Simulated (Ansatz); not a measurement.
The starting structures come from a database of crystals and need not be the phases stable at ambient conditions.

Tunnelling through a barrier is set by its complex band structure: the current falls as exp(−2κd) with the smallest κ.

Given:

```
CELL_PARAMETERS angstrom
      4.94718     0.00000     0.00000
      0.00000    15.85301     0.00000
      2.47359     7.92650     2.47359
ATOMIC_POSITIONS crystal
  Ba 0.00000 0.64220 0.00000
  Ba 0.00000 0.35780 0.00000
  Hf 0.00000 0.00000 0.00000
  S  0.50000 0.00000 0.00000
  S  0.50000 0.50000 0.00000
  S  0.00000 0.16136 0.00000
  S  0.00000 0.83864 0.00000
```

Space group of this cell: I4/mmm. The cell is taken as given.

Transport runs along the normal of the first two printed cell vectors, the (100) plane of the conventional cell.

The gap is the functional's own. No spin-orbit coupling. Mid-gap values are interpolated on the energy grid.

Problem. Give the band gap and the smallest decay constant κ at mid-gap that r2SCAN in Ansatz (a program for electronic structure) yields.

Solution. Gap 1.20 eV on a 12×12×12 mesh; κ = 0.148 1/Å, at the zone centre.
